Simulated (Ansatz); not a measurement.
SiC (model structure, started from the CdTe type, P6₄22, No. 181, 6 atoms in the cell)

All values below come from r²SCAN (plane waves, PAW; Ansatz, an electronic-structure program).

Settings: plane-wave cutoff 560 eV, 18×18×8 k mesh (along the axes of the cell as run), Fermi–Dirac smearing 0.05 eV, scalar-relativistic PAW data made under PBE.

Cell (relaxed at this level):

```xyz
6
Lattice="3.0727 0.0000 0.0000 -1.5363 2.6610 0.0000 0.0000 0.0000 7.0393" Properties=species:S:1:pos:R:3 pbc="T T T"
Si    -0.7682     1.3305     4.6928
Si     0.7682     1.3305     0.0000
Si     1.5363     0.0000     2.3464
C     -0.7682     1.3305     1.1732
C      0.7682     1.3305     3.5196
C      1.5363     0.0000     5.8661
```

```
Property                              Result
---------------  ---------------------------
band gap         1.18 eV (on the SCF k mesh)
Γ–Γ gap                              3.84 eV
bulk modulus B0                      231 GPa
```

Note: the bulk modulus is −V dP/dV from two relaxed cells at ±2 % in volume; the relaxation could raise the start's symmetry but not lower it, so the cell can be a saddle point.

The computed numbers hold no vibrational or temperature effects.

The result took very roughly 19 core-minutes.

A model structure was made by putting elements into a prototype or built by hand; it is no filed structure, need not be a known phase, and can be a saddle point held by its symmetry.
